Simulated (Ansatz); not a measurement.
Data:

```xyz
3
Lattice="3.7911 0.0000 0.0000 1.8956 3.2832 0.0000 0.0000 0.0000 5.9978" Properties=species:S:1:pos:R:3 pbc="T T T"
Zr     0.0000     0.0000     0.0000
Se     1.8956     1.0944     1.5732
Se     3.7911     2.1888     4.4245
```

No spin polarisation.

Method: DFT with PBE-D3(BJ), PAW potentials and a 420 eV plane-wave cutoff in Ansatz (a program for electronic structure), no SOC. Γ-centred 14×14×8 mesh, Fermi–Dirac width 0.05 eV.

### Question
Predict the smallest direct gap, valence-band top at Γ, pressure and gap character.

### Answer
Smallest direct gap: 0.85 eV
Valence-band top at Γ (three highest levels, from the VBM): 0.00, -0.25, -0.25 eV
Pressure (mean of the normal stresses, compression positive): -1.2 GPa
Gap character: indirect, Γ → L

The cells carry an imposed strain or load. Stability against distortions was not tested. The cell was made from ZrSe2 in the CdI2 type structure (space group P-3m1, No. 164; layered, stacked along the Cartesian z axis) by this change: biaxial strain +1.50 %, plane normal [001], relaxed out of plane. The zero or small gap of ZrSe2 can change with the level of theory.
